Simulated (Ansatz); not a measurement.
# SiS2: pressure series

Consider SiS2 (space group Ibam, No. 72; a = 5.803 Å, b = 9.892 Å, c = 5.546 Å; made of chains).

Cell and atoms are relaxed at each pressure.

Computed with r2SCAN, PAW, 500 eV (Ansatz, a program for electronic structure; no spin-orbit coupling).

```csv
case,band gap,gap character,shortest interatomic distance
base,3.31 eV,"indirect, Σ₀–Γ (22 % along) → k = (3/8, 3/8, -3/8) in the run's primitive reciprocal basis",2.134 Å
pressure 1.8 GPa,3.01 eV,"indirect, Σ₀–Γ (20 % along) → G₀–X (75 % along)",2.127 Å
pressure 4.2 GPa,2.78 eV,"indirect, Σ₀–Γ (20 % along) → X",2.118 Å
pressure 9 GPa,___,"indirect, Σ₀–Γ (18 % along) → X",2.105 Å
pressure 18 GPa,2.02 eV,"indirect, Σ₀–Γ (18 % along) → Γ",2.085 Å
pressure 30 GPa,1.26 eV,direct at Γ,2.066 Å
pressure 45 GPa,0.38 eV,direct at Γ,2.048 Å
pressure 60 GPa,___,–,2.038 Å
```

Q: Fill in the withheld entries from the trend.

A: 
- pressure 9 GPa, band gap: 2.54 eV
- pressure 60 GPa, band gap: zero

A case with no gap was solved on a k-mesh chosen for an insulator, which is coarse for it. Load acts through the strain it causes; cell and atoms are relaxed under it. Whether these cells are dynamically stable was not tested. Competing high-pressure phases were not computed. The final runs are not spin-polarised. No dispersion term is included, though the crystal is made of layers, chains or molecules, so its spacings can come out too wide. A zero or small gap of SiS2 under pressure 60 GPa can be the functional's error rather than a property of the material.
